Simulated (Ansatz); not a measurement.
Start from RhSi (space group Pnma, No. 62; a = 5.537 Å, b = 3.061 Å, c = 6.369 Å; a cell from a computed database, its experimental status unchecked).

Level of theory: PBEsol/PAW in Ansatz (a first-principles code), no SOC.

Before the change:

```
Quantity    Value
--------  -------
Pressure  0.0 GPa
Band gap     zero
```

The change: the cell is scaled by 0.9971 in all directions; the atoms relax in the strained cell.

What happens to the energy relative to the base?

The energy grows by 0.7 meV/atom.

What happens to the pressure?

The pressure (mean of the normal stresses, compression positive) goes from zero to 2.0 GPa.

What happens to the band gap?

The band gap is still zero.

Stability against distortions was not tested. The final runs are not spin-polarised. A zero or small gap of RhSi can be the functional's error rather than a property of the material.
